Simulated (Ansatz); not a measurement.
Base system: Lu in the hcp (Mg type) structure (space group P6_3/mmc, No. 194; a = 3.443 Å, c = 5.367 Å; relaxed with 0.1 eV smearing). Axes: x lies along a and z along c of the hexagonal cell.

Calculations: plane-wave PAW DFT at the PBEsol level (Ansatz, a program for electronic structure, 420 eV), scalar-relativistic without spin-orbit coupling.

Base values:

- Shortest interatomic distance = 3.340 Å

It is then changed as follows: uniaxial strain ε_xx = −3.00 %, all other strain components held at zero, atoms relaxed at fixed cell.

Q: How does this affect the shortest interatomic distance, largest internal atomic displacement, stress and energy relative to the base?

A: The shortest interatomic distance falls by 0.0182 Å, from 3.340 Å to 3.321 Å; the largest internal atomic displacement amounts to 0.013 Å; the stress (xx, yy, zz, yz, xz, xy; compression positive) is (3.2, 0.9, 0.8, 0.0, 0.0, 0.0) GPa; the energy goes up by 8.0 meV/atom.

No phonon test of stability was made.
